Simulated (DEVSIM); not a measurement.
System: abrupt Si n-p junction, at 400 K.

```tsv
layer (left to right)	material	thickness (μm)	Nd (cm⁻³)	Na (cm⁻³)	τn (s)	τp (s)
1	Si	17.0	3.7e17	-	3.5e-5	3.5e-5
2	Si	68.0	-	8.3e14	3.5e-5	3.5e-5
```

Left contact: ohmic. Right contact: ohmic. Voltage is applied to the left contact. Recombination: SRH at mid-gap, radiative. Mobility is constant in doping.

The device is made up for the run: typed textbook-type constants, with dimensions and the other settings drawn at random. Values at 300 K; Nc and Nv go as T^1.5, mobilities as T to minus their exponent, the gap by Varshni's rule with the affinity fixed.

```
parameter               Si
----------------  --------
gap (eV)             1.124
affinity (eV)         4.05
permittivity          11.7
Nc (cm⁻³)          2.86e19
Nv (cm⁻³)           3.1e19
μn (cm²/Vs)           1417
μp (cm²/Vs)            470
T exponent of μn       2.3
T exponent of μp       2.2
B (cm³/s)          4.7e-15
Varshni α (eV/K)  0.000473
Varshni β (K)          636
```

Simulated with DEVSIM: 1D drift-diffusion, Boltzmann statistics, complete ionisation; no tunnelling, impact ionisation, image-force lowering or self-heating.

The temperature was swept, all else fixed.

```tsv
temperature (K)	dark forward voltage at 1 A/cm² (V)	dark forward voltage at 100 A/cm² (V)	largest field in the device at zero bias (V/cm)	potential step across the device at zero bias (V)
250	0.707	0.895	32000	0.827
300	0.602	0.840	35000	0.739
350	0.496	0.787	37000	0.648
400	0.389	0.735	39000	0.554
450	___	___	41000	0.457
500	0.172	0.637	43000	0.362
```

Q: What belongs in the gaps?

A: 
- 450, dark forward voltage at 1 A/cm² (V): 0.280
- 450, dark forward voltage at 100 A/cm² (V): 0.686
